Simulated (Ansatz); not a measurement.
We consider MoTe2 (P-6m2, No. 187, 9 atoms in the cell; start mp-1025576; a measured phase of this formula has another space group), described by r²SCAN+rVV10 (Ansatz, a program for electronic structure, PAW).

Numerical settings: plane-wave cutoff 560 eV, 12×12×1 k mesh (along the axes of the cell as run), Fermi–Dirac smearing 0.01 eV, no spin polarisation, scalar-relativistic PAW data made under PBE.

Cell (relaxed at this level):

```
CELL_PARAMETERS angstrom
      3.54011     0.00000     0.00000
     -1.77005     3.06582     0.00000
      0.00000     0.00000    22.02155
ATOMIC_POSITIONS crystal
  Te 0.00000 0.00000 0.91848
  Te 0.00000 0.00000 0.08152
  Te 0.33333 0.66667 0.59636
  Te 0.33333 0.66667 0.40364
  Te 0.33333 0.66667 0.24060
  Te 0.33333 0.66667 0.75940
  Mo 0.00000 0.00000 0.67785
  Mo 0.00000 0.00000 0.32215
  Mo 0.33333 0.66667 0.00000
```

Task: Estimate the band gap and direct gap at Γ that the calculation returns.

Result: 
- band gap: 1.01 eV (on the SCF k mesh)
- direct gap at Γ: 3.07 eV

Note: the relaxation could not lower the start's symmetry, so the cell can be a saddle point above a distorted one.

Spin–orbit coupling is not included; with these elements it can move the gap by several tenths of an eV or more.

The computed numbers hold no vibrational or temperature effects.

The result took very roughly 50 core-minutes.

A start named mp-… is a Materials Project structure, which need not be a measured phase.
